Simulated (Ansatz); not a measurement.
MoS2, pressure series

Start from MoS₂ in the 2H-MoS2 type structure (space group P6_3/mmc, No. 194; a = 3.109 Å, c = 11.709 Å; layered, stacked along the Cartesian z axis).

Cell and atoms are relaxed at each pressure.

The values are results of DFT with PBEsol-D3(BJ), PAW potentials and a 420 eV plane-wave cutoff in Ansatz (a program for electronic structure), no spin-orbit coupling, not measurements.

Notes on the quantities. enthalpy: H = E + PV relative to the base's energy.

```json
[
 {"case": "base", "band gap": "0.52 eV", "enthalpy": "–", "volume per atom": "16.34 Å³"},
 {"case": "pressure −2 GPa", "band gap": "0.69 eV", "enthalpy": "-0.21 eV/atom", "volume per atom": "16.92 Å³"},
 {"case": "pressure −1 GPa", "band gap": "0.60 eV", "enthalpy": "-0.10 eV/atom", "volume per atom": "16.59 Å³"},
 {"case": "pressure 3 GPa", "band gap": "0.35 eV", "enthalpy": "+0.30 eV/atom", "volume per atom": "15.74 Å³"},
 {"case": "pressure 7 GPa", "band gap": "0.18 eV", "enthalpy": "+0.69 eV/atom", "volume per atom": "15.16 Å³"},
 {"case": "pressure 15 GPa", "band gap": "zero", "enthalpy": "+1.42 eV/atom", "volume per atom": "14.32 Å³"},
 {"case": "pressure 30 GPa", "band gap": "zero", "enthalpy": "+2.71 eV/atom", "volume per atom": "13.23 Å³"},
 {"case": "pressure 50 GPa", "band gap": "zero", "enthalpy": "+4.29 eV/atom", "volume per atom": "12.19 Å³"},
 {"case": "pressure 75 GPa", "band gap": "zero", "enthalpy": "+6.12 eV/atom", "volume per atom": "11.31 Å³"},
 {"case": "pressure 100 GPa", "band gap": "zero", "enthalpy": "+7.83 eV/atom", "volume per atom": "[?]"}
]
```

Q: Fill in the withheld entries from the trend.

A: 
- pressure 100 GPa, volume per atom: 10.65 Å³

A case with no gap was solved on a k-mesh chosen for an insulator, which is coarse for it. Load acts through the strain it causes; cell and atoms are relaxed under it. No phonon test of stability was made. Competing high-pressure phases were not computed. The final runs are not spin-polarised. The zero or small gap of MoS2 under pressure 7 GPa, MoS2 under pressure 15 GPa and MoS2 under pressure 30 GPa can change with the level of theory.
